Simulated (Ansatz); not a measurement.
Output of an Ansatz run (abridged):

```
WARN ansatz: RAYON_NUM_THREADS=1 ignored (pool sized by the plan → 1); use --threads N
Pseudopotentials: kind: paw
Pseudopotential: Sc, paw, valence charge 11
Pseudopotential: Cd, paw, valence charge 20
Crystal: 2 atoms, lattice volume = 44.508 Å³
Basis set: ecut = 420 eV, 895 PW (Γ), exchange–correlation on 48×48×48 points (8 copies of the dense FFT grid, shifted against one another)
Bands: 20, of which v1, the nominal top of the filled ones, is band 16 counted from 1 (15 counted from 0)
Symmetry: 8 space group operations
Space group: P4mm (ITA 99), of the structure as read, at distance tolerance 3.5e-5 Å
k-points: 75 of 729 (time reversal used)
PAW frozen core: Sc, regenerated for the run's functional, and the local potential with it
PAW frozen core: Cd, regenerated for the run's functional, and the local potential with it
Initial density: superposition of atomic densities (neutral atoms: chi_scale 0, normalization atom), corrected by the library's trained network
Initial wavefunctions: pseudopotential atomic-orbital guess
Eigensolver: davidson
Functional: x = pbesol(κ = 0.804, μ = 0.12345679012345678), c = pbesol(β = 0.046)
SCF iter   1: F=—  HF=-10296.073862 eV  |F-HF|=—  |Δ(HF+E_count)|=         —  Δρ=6.30e-3  dr2=1.83e-2  ethr=1.77e-3  ⟨swp⟩=3.7  Hψ=5680  notcnv=0
all-band conjugate gradients solve this SCF's bands
preconditioner: auto → Kerker (q_TF=auto, 2.569 Å⁻¹)
SCF iter   2: F=—  HF=-10296.069132 eV  |F-HF|=—  |Δ(HF+E_count)|=   4.73e-3  Δρ=2.23e-3  dr2=2.56e-3  ethr=5.90e-5  ⟨swp⟩=3.0  Hψ=3174  notcnv=0
SCF iter   3: F=—  HF=-10296.068389 eV  |F-HF|=—  |Δ(HF+E_count)|=   7.43e-4  Δρ=6.64e-4  dr2=1.38e-4  ethr=8.26e-6  ⟨swp⟩=2.9  Hψ=2377  notcnv=0
SCF iter   4: F=—  HF=-10296.068382 eV  |F-HF|=—  |Δ(HF+E_count)|=   6.44e-6  Δρ=1.92e-4  dr2=1.08e-5  ethr=4.44e-7  ⟨swp⟩=2.1  Hψ=2057  notcnv=0
SCF iter   5: F=—  HF=-10296.068345 eV  |F-HF|=—  |Δ(HF+E_count)|=   3.78e-5  Δρ=5.45e-5  dr2=1.50e-6  ethr=3.48e-8  ⟨swp⟩=2.0  Hψ=2417  notcnv=0
SCF iter   6: F=-10296.068345 eV  HF=-10296.068345 eV  |F-HF|=2.47e-8  |Δ(HF+E_count)|=   4.72e-8  Δρ=1.26e-5  dr2=6.35e-8  ethr=3.23e-10  ⟨swp⟩=3.0  Hψ=5002  notcnv=0
SCF 1 converged in 6 iterations: F = -10296.068345 eV  dr2 = 6.35e-8
SCF converged after 6 iterations
Free energy (F): -10296.068345 eV
Harris-Foulkes:  -10296.068345 eV  (|F-HF|=2.47e-8)
Internal energy: -10296.058266 eV  (E = F + TS)
E sigma→0 (E₀):  -10296.063305 eV
Entropy (-TS):   -0.010079 eV (-5.039 meV/atom)
Fermi energy:    12.181244 eV
--- Per-component energies (eV) ---
  E_band       = -575.927131
  E_kinetic    = 764.397561
  E_local      = -4015.922278  (includes V_loc(G=0)·N_el)
  E_nonlocal   = 117.252183
  E_hartree    = 1779.766364
  E_xc         = -279.628849
  E_vxc        = -350.698668  (∫ρ·V_xc dr)
  E_paw        = -4942.709056  (= ΣΔE_a)
  E_vpaw       = -650.503107  (= ΣTr[D̂ρ^β])
  E_aug_tail   = 0.000021  (compensation charges beyond the density's cutoff)
  E_ewald      = -3719.685197
  E_core_change = 0.470985  (= ΣΔE_core)
  E_smearing   = -0.010079  (= −TS)
  E_closure    = -0.000000  (closes the sum)
  Σ components = -10296.068345   (vs F -10296.068345, Δ=0.00e0)
--- Forces (eV/Å), atoms counted from 1 ---
  atom   1  Sc     0.00000000     0.00000000    -0.15233478
  atom   2  Cd    -0.00000000     0.00000000     0.15233534
  max |Σ_I F_I| component: 5.64e-7 eV/Å
--- Stress (GPa, compression-positive) ---
       -3.318329       0.000000      -0.000000
        0.000000      -3.318329       0.000000
       -0.000000       0.000000      -3.352443
  P = ⅓ Tr σ = -3.3297 GPa (-33.297 kbar)
  The stress holds the Pulay correction. Without it, at fixed plane waves, as pw.x and ABINIT print it: P = -3.3558 GPa
--- Band table (eV; the first three rows and the last of 75) ---
  k-point 0: bands = ["-90.2741", "-51.3380", "-51.3380", "-51.3377", "-37.6641", "-16.3231", "-16.3231", "-16.3227", "3.4417", "3.4428", "3.8573", "3.8585", "3.8585", "4.9200", "12.3390", "12.3441", "14.5528", "14.5528", "14.5542", "17.0438"]
  k-point 1: bands = ["-90.2741", "-51.3381", "-51.3380", "-51.3380", "-37.6632", "-16.3346", "-16.3222", "-16.3222", "3.4518", "3.4850", "3.8445", "3.8445", "3.8615", "5.0899", "12.2596", "12.3460", "14.2763", "14.2763", "14.5449", "16.2982"]
  k-point 2: bands = ["-90.2741", "-51.3390", "-51.3379", "-51.3379", "-37.6610", "-16.3645", "-16.3200", "-16.3200", "3.4776", "3.5871", "3.8093", "3.8093", "3.8721", "5.6018", "11.7538", "12.3510", "13.7805", "13.7805", "14.5214", "15.3227"]
  k-point 74: bands = ["-90.2738", "-51.3407", "-51.3407", "-51.3404", "-37.6435", "-16.3980", "-16.3980", "-16.3977", "3.5370", "3.5490", "3.5494", "4.1149", "4.1152", "10.3316", "10.8062", "10.8078", "13.8222", "14.8934", "14.8940", "15.8246"]
```

The structure:

```xyz
2
Lattice="3.5439 0.0000 0.0000 0.0000 3.5439 0.0000 0.0000 0.0000 3.5439" Properties=species:S:1:pos:R:3 pbc="T T T"
Sc     1.7719     1.7719     1.8219
Cd     0.0000     0.0000     0.0000
```

### Question
What input produced this log?

### Answer
Other spellings and defaults could give the same log, and not every line can be read from it. The input that was run (DFT, PBEsol, plane waves, default PAW files made with PBE):

Ansatz 0.2 input:
```yaml
crystal:
  lattice:
    - [3.543891, 0.000000, 0.000000]
    - [0.000000, 3.543891, 0.000000]
    - [0.000000, 0.000000, 3.543891]
  atoms:
    - { symbol: Sc, position: [0.500000, 0.500000, 0.514109] }
    - { symbol: Cd, position: [0.000000, 0.000000, 0.000000] }
basis:
  ecutwfc: 420.0 eV
kpoints:
  mp_grid: { grid: [9, 9, 9] }
hamiltonian:
  xc: pbesol
  pseudopotentials: { kind: paw }
scf:
  occupations: { method: gaussian, width: 0.1 eV }
output:
  forces: true
  eigenvalues: true
  stress: true
```

The starting cell comes from a database of computed structures (which also holds hypothetical and non-ambient phases and stackings), without a prior relaxation at this level. Its lattice was rescaled by up to half a per cent. One atom was moved a little off its site on purpose. With a pressure of about -3 GPa the cell is away from its equilibrium volume at this level. Ansatz's pressure includes its estimate of the finite-basis (Pulay) stress.

Ansatz is a first-principles code.
